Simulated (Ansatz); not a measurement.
Functionals compared on a constructed model of the (000-1) surface of 4H silicon carbide, C-terminated, (√3x√3)R30° Sb adatom at H3 (bottom of the slab: 3 H on 3 bottom sites), in Ansatz (plane waves, PAW). The structure was relaxed with PBE; the other rows are single points on it. Cutoff 420 eV (500 eV for r2SCAN). HSE06 used the coarser mesh 4x4x1.

Slab: 28 atoms, 11.1 Å thick at the start with caps and adatoms (thin: gaps and levels are the slab's own); k 6x6x1, smearing 0.025 eV, dipole-corrected; 6 atoms held, the rest relaxed; held to the start's symmetry, so lower structures may exist; no spin, no spin-orbit, no U. In PBE it lies 0.08 eV a 1x1 cell over the lowest computed structure of the same composition ((√3x√3)R30° Sb adatom at T4). These notes are the PBE run's.

```json
[
 {"functional": "PBE", "gap of the slab on its k-mesh (eV)": "1.73", "highest filled level below the top vacuum level (eV)": "4.36", "rough cost of the single point": "–"},
 {"functional": "r2SCAN", "gap of the slab on its k-mesh (eV)": "…", "highest filled level below the top vacuum level (eV)": "…", "rough cost of the single point": "roughly 2.1 core-minutes"}
]
```

Fill in the missing entries.


- r2SCAN, gap of the slab on its k-mesh (eV): 2.03
- r2SCAN, highest filled level below the top vacuum level (eV): 4.58

Ansatz is a first-principles code.
